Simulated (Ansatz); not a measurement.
**TiO2: shear stress against shear**

TiO2 (rutile, P4_2/mnm, 10.057 Å³/atom and stress up to 0.01 GPa in the relaxed cell, c along z) under an engineering shear γ in the xz plane. LDA in Ansatz, a plane-wave DFT program (PAW, default set), 420 eV, 7×7×11 Γ-centred mesh, Fermi-Dirac smearing 0.05 eV; ions are relaxed, or left where forces stay under 0.02 eV/Å, within the symmetry of each cell. Stress is positive for a compressed cell.

Here s stands for strain and y for shear stress.

```
strain (%)  shear stress (GPa)
----------  ------------------
0.00                      0.00
0.66                     -0.83
1.34                     -1.68
2.00                     -2.51
4.00                         ?
```

Taking a straight line for y over the 4 complete rows: Means: s 1.0000, y -1.255. About the means, the sum of products is -2.7990 and the sum of squares of s is 2.2312; the slope is their ratio. Least squares gives y = -0.001 - 1.2545·s. Residuals (row less fit): 0.001, -0.001, 0.002, 0.000; standard error 0.002 (degrees of freedom: 2). The slope gives the elastic constant C44 = 125.4 ± 0.1 GPa (± standard error of the fit, which holds the terms cut off).

Problem. Estimate the missing y (s = 4.00); what did the run itself give?

Solution. y = -0.001 - 1.2545 × 4.00 = -5.019 GPa. The calculation gives -5.01 GPa, 0.009 GPa above the prediction (0.2 % of the range of y in the table). The row lies outside the fitted rows, so this is an extrapolation. The scatter of the fitted rows lies at the last printed digit.

The primitive cell can neither tilt nor turn polar against its symmetry, as such crystals can under strain. Rows are the converged runs of the series near zero and its far end, less any whose ions stayed unrelaxed beside relaxed ones; series whose fitted rows scatter by over a few per cent of the range, as at a crossing or softening among them, aren't shown in this form. Most that stay on the fit to the last digits aren't either.
